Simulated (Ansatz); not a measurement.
System: L1₀ (CuAu-type) FePt. Method: r²SCAN in Ansatz (PAW).

Numerical settings: plane-wave cutoff 560 eV, 20×20×16 k mesh (along the axes of the cell as run), Fermi–Dirac smearing 0.05 eV, spin-polarised with parallel moments, scalar-relativistic PAW data made under PBE.

Energies at three volumes about the minimum:

```csv
V (Å³/atom),E − E_lowest (meV/atom)
13.630,3.96
13.909,0.00
14.187,3.62
```

Fit a parabola by hand: where is the minimum, and what is the bulk modulus?

Slopes: (0.00 − 3.96)/(13.909 − 13.630) = -14.194 and (3.62 − 0.00)/(14.187 − 13.909) = 13.022 meV/Å³. Curvature E″ = 2 × (13.022 − (-14.194))/(14.187 − 13.630) = 97.724 meV/Å⁶. From the middle of the first interval, the slope vanishes at V0 = 13.7695 − (-14.194)/97.724 = 13.915 Å³/atom. B = V0 E″ = 13.915 × 97.724 meV/Å³ × 0.1602 GPa per meV/Å³ = 218 GPa. The full Birch–Murnaghan fit to all volumes gives V0 = 13.909 Å³/atom and B0 = 218 GPa.

Shape and atoms are relaxed at each volume.

Measured, for comparison: bulk modulus 208 GPa (room temperature, not corrected to a static lattice; as tabulated in First-principles calculations on Fe-Pt nanoclusters of various morphologies). Computed less measured: bulk modulus +4.8 %. A static lattice is as a rule a little smaller and stiffer than an uncorrected measurement, which can account for part of this in the bulk modulus.

Ansatz is an electronic-structure program.
